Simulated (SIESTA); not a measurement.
# How far to go with the k-point mesh: Al (Fm-3m, 1 atom in the cell)

```xyz
1
Lattice="0.0000 2.0311 2.0311 2.0311 0.0000 2.0311 2.0311 2.0311 0.0000" Properties=species:S:1:pos:R:3 pbc="T T T"
Al     0.0000     0.0000     0.0000
```

Computed with GGA PBEsol, numerical atomic orbitals DZP, PseudoDojo PBEsol standard norm-conserving potentials (rewritten from UPF to PSML) (SIESTA).

Base settings: XC.functional = GGA; XC.authors = PBEsol; potentials = PseudoDojo PBEsol standard; PAO.BasisSize = DZP; PAO.EnergyShift = 0.01 Ry; MeshCutoff = 300 Ry; kgrid.MonkhorstPack = 12 12 12; OccupationFunction = MP; OccupationMPOrder = 0; ElectronicTemperature = 100 meV.

Only quantities that move along the ladder and can be compared are tabulated.

The starting cell has typed, rounded lattice constants, without a prior relaxation at this level. Its lattice was rescaled by up to half a per cent. Values carry the incompleteness of an atom-centred basis.

```csv
kgrid.MonkhorstPack,free energy less the last step's (meV/atom),pressure (GPa)
2 2 2,-569.62,-1.62
3 3 3,574.27,-3.62
4 4 4,290.04,-1.28
5 5 5,61.27,-0.62
6 6 6,-61.85,-2.05
7 7 7,-47.32,-3.34
8 8 8,5.76,-2.60
9 9 9,30.21,-2.33
10 10 10,18.78,-2.82
11 11 11,-8.59,-2.63
12 12 12,-8.09,-2.54
13 13 13,2.88,-2.80
15 15 15,0.01,-2.81
16 16 16,-5.40,-2.77
18 18 18,1.90,-2.68
24 24 24,1.23,-2.79
27 27 27,-0.95,-2.76
33 33 33,0.00,-2.74
```

Coarsest kgrid.MonkhorstPack that holds the pressure within 0.5 GPa of the last step, with all finer ones: 8 8 8; the step before is off by 0.59 GPa.

Coarsest kgrid.MonkhorstPack that holds the free energy within 5 meV/atom of the last step, with all finer ones: 18 18 18; the step before is off by 5.4 meV/atom.

Two neighbours can agree and both be off: 11 11 11 and 12 12 12 differ by 0.50 meV/atom in the free energy, yet lie about 8.1 meV/atom from the last step.
